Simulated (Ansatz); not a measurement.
# BN: response to strain

Consider BN (space group P4_2/mnm, No. 136; a = 4.3988 Å, c = 2.5384 Å; a model cell, its experimental status unchecked). Axes: x, y, z lie along a, b, c of the conventional cell.

Strains are applied to the cell and any free atomic positions relax.

Level of theory: PBEsol in Ansatz (plane waves to 420 eV, PAW, without spin-orbit coupling).

Notes on the quantities. pressure: mean of the normal stresses, compression positive.

```tsv
case	band gap	smallest direct gap	pressure	volume per atom	space group
base	4.58 eV	5.73 eV	0.01 GPa	6.14 Å³	P4_2/mnm (No. 136)
isotropic strain −2.11 %	4.48 eV	…	…	5.76 Å³	P4_2/mnm (No. 136)
isotropic strain −0.32 %	4.56 eV	5.73 eV	3.55 GPa	6.08 Å³	P4_2/mnm (No. 136)
tensor shear ε_xy = −1.39 %	…	5.51 eV	0.02 GPa	6.14 Å³	Cmmm (No. 65)
```

Question: What belongs in the blanks?

Answer: 
- isotropic strain −2.11 %, smallest direct gap: 5.71 eV
- isotropic strain −2.11 %, pressure: 26.06 GPa
- tensor shear ε_xy = −1.39 %, band gap: 4.40 eV

Stability against distortions was not tested.

Ansatz is an electronic-structure program.
